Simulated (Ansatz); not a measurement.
Take CdSe in the zinc blende structure (space group F-43m, No. 216; a = 6.082 Å) as the base. Axes: x, y, z lie along the cube axes.

Method: Ansatz (a program for electronic structure) PBEsol, without spin-orbit coupling.

Before the change:

- Electron mass = 0.049 mₑ (at Γ)
- Band gap = 0.48 eV
- Pressure = 0.00 GPa

It is then changed as follows: the cell is stretched by 2.00 % along z with no lateral relaxation; the atoms relax in the strained cell.

Q: How does this affect the electron mass, band gap, energy relative to the base and pressure?

A: The electron mass becomes 0.049 mₑ along z, 0.044 mₑ across (at Γ) (base: 0.049 mₑ (at Γ)); the band gap shrinks by 0.06 eV (0.48 eV → 0.42 eV); the energy increases by 2.2 meV/atom; the pressure (mean of the normal stresses, compression positive) goes from zero to -0.99 GPa.

Effective masses come from finite differences of ±0.01 Å⁻¹. Stability against distortions was not tested.
